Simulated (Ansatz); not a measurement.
# (Ti,Zr)C: TiZrC2

A 16-atom cell of (Ti,Zr)C started in the rock salt structure, site fractions Ti 0.500, Zr 0.500, short-range order -0.17 in the first shell of the mixed sites (0 is random, a negative value favours unlike neighbours), space group Imma at the end, an ordered arrangement that its symmetry holds.

The mixing enthalpy is taken against the end members in the rock salt type, relaxed in the same cell and mesh.

Level of theory: PBE (plane waves to 420 eV, PAW; Ansatz, a quantum-chemistry and plane-wave program). Scalar-relativistic, without spin–orbit coupling; the runs are not spin-polarised. Its k-point mesh 5×5×5, Fermi–Dirac width 0.05 eV.

- volume per atom = 11.68 Å³
- C–Ti bonds = 2.245 Å on average, from 2.220 to 2.271 (24)
- C–Zr bonds = 2.293 Å on average, from 2.268 to 2.318 (24)
- mixing enthalpy per site of the mixed sublattice = 153 meV
- departure of the mean lattice parameter from Vegard's line = +0.4 %

```yaml
crystal:
  lattice:
    - [-0.00397, 4.54072, 4.53592]
    - [4.53195, 0.00000, 4.53195]
    - [4.53592, 4.54072, -0.00397]
  atoms:
    - { symbol: Ti, position: [0.00000, 0.00000, 0.00000] }
    - { symbol: Ti, position: [0.00000, 0.00000, 0.50000] }
    - { symbol: Zr, position: [0.00000, 0.50000, 0.00000] }
    - { symbol: Zr, position: [0.00000, 0.50000, 0.50000] }
    - { symbol: Ti, position: [0.50000, 0.00000, 0.00000] }
    - { symbol: Zr, position: [0.50000, 0.00000, 0.50000] }
    - { symbol: Zr, position: [0.50000, 0.50000, 0.00000] }
    - { symbol: Ti, position: [0.50000, 0.50000, 0.50000] }
    - { symbol: C, position: [0.25000, 0.23933, 0.25000] }
    - { symbol: C, position: [0.25530, 0.24470, 0.75530] }
    - { symbol: C, position: [0.25000, 0.76028, 0.25000] }
    - { symbol: C, position: [0.24470, 0.75530, 0.74470] }
    - { symbol: C, position: [0.75530, 0.24470, 0.25530] }
    - { symbol: C, position: [0.75000, 0.23972, 0.75000] }
    - { symbol: C, position: [0.74470, 0.75530, 0.24470] }
    - { symbol: C, position: [0.75000, 0.76067, 0.75000] }
```
